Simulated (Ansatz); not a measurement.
What pressure 0.7 GPa does to AlNi

The reference is AlNi in the CsCl type structure (space group Pm-3m, No. 221; a = 2.893 Å; non-magnetic).

The change: a hydrostatic pressure of 0.7 GPa.

Level of theory: plane-wave PAW DFT at the PBE level (Ansatz, a quantum-chemistry and plane-wave program, 420 eV), spin-orbit coupling left out, earlier PAW set. Settings: 16×16×16 k-points, 0.05 eV Fermi–Dirac smearing.

- Density: 5.90 g/cm³ (base 5.88 g/cm³)
- Lattice parameter a: 2.888 Å (base 2.893 Å)
- Shortest interatomic distance: 2.501 Å (base 2.505 Å)
- Enthalpy H = E + PV relative to the base's energy: +0.05 eV/atom
- Band gap: zero (base zero)

Final structure:

```
AlNi
1.0
    2.88845     0.00000     0.00000
    0.00000     2.88845     0.00000
    0.00000     0.00000     2.88845
Al Ni
1 1
Direct
  0.00000   0.00000   0.00000
  0.50000   0.50000   0.50000
```

Load acts through the strain it causes; cell and atoms are relaxed under it. Stability against distortions was not tested. Starting moments died away, wholly or in part, for the base; another magnetic solution may exist. The final runs are not spin-polarised.
